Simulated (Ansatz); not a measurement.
What biaxial strain +1.21 %, plane normal [001], relaxed out of plane does to Y

Take Y in the hcp (Mg type) structure (space group P6_3/mmc, No. 194; a = 3.6809 Å, c = 5.7213 Å; relaxed with 0.1 eV smearing) as the base. Axes: x lies along a and z along c of the hexagonal cell.

Perturbation: tensile biaxial strain of 1.21 % in the plane normal to [001], as in epitaxy on a mismatched substrate; the out-of-plane cell vector and the atoms relax.

Computed with r2SCAN (Ansatz, a first-principles code; PAW; 500 eV plane waves; no SOC), earlier PAW set. k-mesh 18×18×10 (Γ-centred); smearing 0.1 eV (Fermi–Dirac).

Volume per atom: 34.17 Å³ (base 33.57 Å³)
Space group: P6_3/mmc (No. 194) (base P6_3/mmc (No. 194))
Shortest interatomic distance: 3.565 Å (base 3.564 Å)
Pressure (mean of the normal stresses, compression positive): -0.7 GPa (base 0.0 GPa)
Band gap: zero (base zero)
Out-of-plane strain: -0.62 %
Mean in-plane stress (compression positive): -1.1 GPa

No phonon test of stability was made. All final runs are without spin polarisation.
